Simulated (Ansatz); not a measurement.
Functionals compared on a constructed model of the (110) surface of bcc Nb, a pseudomorphic layer of Rh in the host's stacking (bottom of the slab: a bare face, its two planes held), in Ansatz (plane waves, PAW). The structure was relaxed with PBE; the other rows are single points on it. Cutoff 420 eV (500 eV for r2SCAN).

Model: 7-atom slab, 14.4 Å thick at the start, 14x14x1 mesh, Fermi-Dirac 0.1 eV, dipole correction, 2 atoms held, the rest relaxed; symmetry of the start imposed; no spin, no spin-orbit, no U. It is one candidate, not shown to be the stable structure of the face. These notes are the PBE run's.

```tsv
functional	work function of the top face (eV)	rough cost of the single point
PBE	4.48	–
RPBE	4.30	roughly 60 core-seconds
r2SCAN	4.42	around 110 core-seconds (rough)
```

Ansatz is a program for electronic structure.
